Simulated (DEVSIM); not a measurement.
System: Cr/SiO2/p-Si capacitor, at 250 K.

```csv
layer (left to right),material,thickness (nm),Na (cm⁻³)
1,SiO2,7.90,-
2,Si,6900,6.9e15
```

Metal gate on the left, work function 4.5 eV. Fixed charge at the semiconductor interface -1e10 cm⁻² (in units of +e); no interface traps.

Constants are typed, rounded textbook-type inputs, not results; the design itself was drawn at random and stands for no fabricated device. Values at 300 K; Nc and Nv go as T^1.5, mobilities as T to minus their exponent, the gap by Varshni's rule with the affinity fixed.

| parameter | SiO2 | Si |
|---|---|---|
| gap (eV) | 9 | 1.124 |
| affinity (eV) | 0.9 | 4.05 |
| permittivity | 3.9 | 11.7 |
| Nc (cm⁻³) | - | 2.86e19 |
| Nv (cm⁻³) | - | 3.1e19 |
| Varshni α (eV/K) | - | 0.000473 |
| Varshni β (K) | - | 636 |

Simulated with DEVSIM: 1D Poisson equation in equilibrium, Boltzmann statistics, complete ionisation; no quantum confinement or tunnelling. Metal contacts follow the ideal Schottky-Mott rule: no Fermi-level pinning, no interface dipoles.

The SiO2 thickness was swept, all else fixed.

```json
[
 {"SiO2 thickness (μm)": "0.0032", "minimum of the low-frequency capacitance (μF/cm²)": "0.0290", "capacitance of the dielectric stack (μF/cm²)": "1.08", "threshold voltage (band bending 2φF) (V)": "0.32"},
 {"SiO2 thickness (μm)": "0.0043", "minimum of the low-frequency capacitance (μF/cm²)": "0.0289", "capacitance of the dielectric stack (μF/cm²)": "0.803", "threshold voltage (band bending 2φF) (V)": "0.33"},
 {"SiO2 thickness (μm)": "0.0055", "minimum of the low-frequency capacitance (μF/cm²)": "0.0289", "capacitance of the dielectric stack (μF/cm²)": "0.628", "threshold voltage (band bending 2φF) (V)": "0.35"},
 {"SiO2 thickness (μm)": "0.0067", "minimum of the low-frequency capacitance (μF/cm²)": "0.0287", "capacitance of the dielectric stack (μF/cm²)": "0.515", "threshold voltage (band bending 2φF) (V)": "0.36"},
 {"SiO2 thickness (μm)": "0.0079", "minimum of the low-frequency capacitance (μF/cm²)": "0.0279", "capacitance of the dielectric stack (μF/cm²)": "0.437", "threshold voltage (band bending 2φF) (V)": "0.38"},
 {"SiO2 thickness (μm)": "0.0095", "minimum of the low-frequency capacitance (μF/cm²)": "0.0273", "capacitance of the dielectric stack (μF/cm²)": "0.363", "threshold voltage (band bending 2φF) (V)": "0.40"}
]
```

From the first row to the last the minimum of the low-frequency capacitance goes from 0.0290 to 0.0273. From the first row to the last the capacitance of the dielectric stack goes from 1.08 to 0.363.
